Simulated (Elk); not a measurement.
## Input and output of a self-consistent single point for YbCuPb (P6_3/mmc, 6 atoms in the cell) (Elk)

Method of the run: PBEsol, all-electron FP-LAPW, Elk's shipped species files, APW+lo basis with extra local orbitals in Elk.

Input:

```
tasks
  0

xctype
  22

rgkmax
  8.0

gmaxvr
  16.0

nxlo
  2

lorbcnd
  .true.

rmtscf
  0.95

lmaxi
  3

swidth
  0.00367493

maxscl
  100

avec
    9.1181810975    0.0000001571    0.0000000000
   -4.5590906848    7.8965763881    0.0000000000
    0.0000000000    0.0000000000   13.8784699127

sppath
  './'

atoms
  3
  'Yb.in'
  2
  0.0000000000  0.0000000000  0.5000000000    0.0 0.0 0.0
  0.0000000000  0.0000000000  0.0000000000    0.0 0.0 0.0
  'Cu.in'
  2
  0.6666666667  0.3333333333  0.2500000000    0.0 0.0 0.0
  0.3333333333  0.6666666667  0.7500000000    0.0 0.0 0.0
  'Pb.in'
  2
  0.6666666667  0.3333333333  0.7500000000    0.0 0.0 0.0
  0.3333333333  0.6666666667  0.2500000000    0.0 0.0 0.0

ngridk
  5 5 3
```

Output (repeated stretches shortened):

```
│ Elk code version 10.2.4 │

All units are atomic (Hartree, Bohr, etc.)

│ Ground-state run starting from atomic densities │

Lattice vectors :
   9.118181098      0.1571000000E-06   0.000000000
  -4.559090685       7.896576388       0.000000000
   0.000000000       0.000000000       13.87846991

Unit cell volume      :    999.2833401
Brillouin zone volume :   0.2482281086

Muffin-tin inner radius fraction :   0.1000000000E-01

Nuclei treated as point charges

Species :    1 (Yb)
 parameters loaded from : Yb.in
 name : ytterbium
 nuclear charge    :   -70.00000000
 electronic charge :    70.00000000
 atomic mass :    315432.6234
 muffin-tin radius :    2.660000000
 number of radial points in muffin-tin :    697
 atomic positions (lattice), magnetic fields (Cartesian) :
   1 :   0.00000000  0.00000000  0.00000000    0.00000000  0.00000000  0.00000000
   2 :   0.00000000  0.00000000  0.50000000    0.00000000  0.00000000  0.00000000

Species :    2 (Cu)
 parameters loaded from : Cu.in
 name : copper
 nuclear charge    :   -29.00000000
 electronic charge :    29.00000000
 atomic mass :    115837.2717
 muffin-tin radius :    2.280000000
 number of radial points in muffin-tin :    497
 atomic positions (lattice), magnetic fields (Cartesian) :
   1 :  -0.33333333  0.33333333 -0.25000000    0.00000000  0.00000000  0.00000000
   2 :   0.33333333 -0.33333333  0.25000000    0.00000000  0.00000000  0.00000000

Species :    3 (Pb)
 parameters loaded from : Pb.in
 name : lead
 nuclear charge    :   -82.00000000
 electronic charge :    82.00000000
 atomic mass :    377702.4940
 muffin-tin radius :    2.660000000
 number of radial points in muffin-tin :    697
 atomic positions (lattice), magnetic fields (Cartesian) :
   1 :  -0.33333333  0.33333333  0.25000000    0.00000000  0.00000000  0.00000000
   2 :   0.33333333 -0.33333333 -0.25000000    0.00000000  0.00000000  0.00000000

Total number of atoms per unit cell :    6

   [... lines left out ...]
Maximum |G| for potential and density :    16.00000000
 potential will be trimmed for |G| > 2 gkmax
Constant for pseudocharge density :   11
Radial integration step length :    4

G-vector grid sizes :     48    48    72
Number of G-vectors :    69209

Maximum angular momentum used for
 APW functions                      :    8
 outer part of muffin-tin           :    6
 inner part of muffin-tin           :    3

Total nuclear charge    :   -362.0000000
Total core charge       :    252.0000000
Total valence charge    :    110.0000000
Total excess charge     :    0.000000000
Total electronic charge :    362.0000000

Effective Wigner radius, rₛ :   0.8702228628

Number of empty states         :   24
Total number of valence states :   79
Total number of core states    :  252

Conduction state local-orbitals added automatically
Total number of local-orbitals :  516

Exchange-correlation functional :     22     0     0
 PBEsol, Phys. Rev. Lett. 100, 136406 (2008)
 gradient requirement :    1
 generalised gradient approximation (GGA)

Smearing type :    3
 Fermi-Dirac
Smearing width :   0.3674930000E-02
Effective electronic temperature (K) :    1160.451112

Mixing type :    3
 Broyden mixing, J. Phys. A: Math. Gen. 17, L317 (1984)

Kohn-Sham potential initialised from atomic data
│ Self-consistent loop started │
│ Loop number : 1 │
 total energy                :     -72893.3620793
│ Loop number : 2 │
 total energy                :     -73022.4367021
RMS change in Kohn-Sham potential (target) :    1.117118829     (  0.1000000000E-05)
Absolute change in total energy (target)   :    129.0746228     (  0.1000000000E-03)
│ Loop number : 3 │
 total energy                :     -73137.4256831
RMS change in Kohn-Sham potential (target) :   0.7926907150     (  0.1000000000E-05)
Absolute change in total energy (target)   :    147.2576366     (  0.1000000000E-03)
│ Loop number : 4 │
 total energy                :     -73248.0416258
RMS change in Kohn-Sham potential (target) :   0.2561295028     (  0.1000000000E-05)
Absolute change in total energy (target)   :    147.4303519     (  0.1000000000E-03)
│ Loop number : 5 │
 total energy                :     -73323.3059345
RMS change in Kohn-Sham potential (target) :   0.7618218936E-01 (  0.1000000000E-05)
Absolute change in total energy (target)   :    112.1218967     (  0.1000000000E-03)
   [... lines left out ...]
Absolute change in total energy (target)   :   0.5861176760E-04 (  0.1000000000E-03)
│ Loop number : 18 │
 total energy                :     -73297.0004053
RMS change in Kohn-Sham potential (target) :   0.1082102211E-05 (  0.1000000000E-05)
Absolute change in total energy (target)   :   0.1657231769E-04 (  0.1000000000E-03)
│ Loop number : 19 │
 total energy                :     -73297.0006217
RMS change in Kohn-Sham potential (target) :   0.3360020605E-06 (  0.1000000000E-05)
Absolute change in total energy (target)   :   0.2205185301E-03 (  0.1000000000E-03)
│ Loop number : 20 │
 total energy                :     -73297.0006856
RMS change in Kohn-Sham potential (target) :   0.5732677971E-07 (  0.1000000000E-05)
Absolute change in total energy (target)   :   0.1190996409E-03 (  0.1000000000E-03)
│ Loop number : 21 │
 total energy                :     -73297.0006887
RMS change in Kohn-Sham potential (target) :   0.5305299470E-07 (  0.1000000000E-05)
Absolute change in total energy (target)   :   0.3281675163E-04 (  0.1000000000E-03)
Convergence targets achieved

│ Loop number : 22 │

Energies :
 Fermi                       :     0.228648440452
 sum of eigenvalues          :     -44984.8482788
 electron kinetic            :      83349.2165040
 core electron kinetic       :      81830.0741700
 Coulomb                     :     -155163.526497
 Coulomb potential           :     -126382.404519
 nuclear-nuclear             :     -5150.67036993
 electron-nuclear            :     -173643.307735
 Hartree                     :      23630.4516082
 Madelung                    :     -91972.3242375
 xc potential                :     -1951.66026417
 exchange                    :     -1459.00507324
 correlation                 :     -23.6756703544
 electron entropic           :    -0.996595096306E-02
 total energy                :     -73297.0007024

Density of states at Fermi energy :    180.6381618
 (states/Hartree/unit cell)

Estimated indirect band gap :   0.2572519351E-02
 from k-point      7 to k-point      4
Estimated direct band gap   :   0.8019617239E-02
 at k-point     10

Charges :
 core                        :    252.0000000
 valence                     :    110.0000000
 interstitial                :    9.897003703
 muffin-tins (core leakage)
  species :    1 (Yb)
   atom    1                 :    68.02303811     (  0.3037001271E-05)
   atom    2                 :    68.02303811     (  0.3037001271E-05)
  species :    2 (Cu)
   atom    1                 :    27.83652404     (  0.3154785825E-03)
   atom    2                 :    27.83652404     (  0.3154785825E-03)
  species :    3 (Pb)
   atom    1                 :    80.19193600     (  0.2324875611E-02)
   atom    2                 :    80.19193600     (  0.2324875611E-02)
 total in muffin-tins        :    352.1029963
 total calculated charge     :    361.9802466
 total charge                :    362.0000000
 error                       :   0.1975339350E-01

│ Self-consistent loop stopped │
```

The run converged in 22 iterations. The count includes the last loop, which Elk runs after its targets are met.

The starting cell comes from a database of computed structures (which also holds hypothetical and non-ambient phases and stackings), without a prior relaxation at this level. Its lattice was rescaled by a random factor within 2.5 % of one. Spin-orbit coupling is off. Spin polarisation is off. Values depend on the basis (sphere radii, cutoffs, local orbitals), which need not be converged. The log's line on a gap gives a spacing of levels on this mesh, which the program prints for metals too.
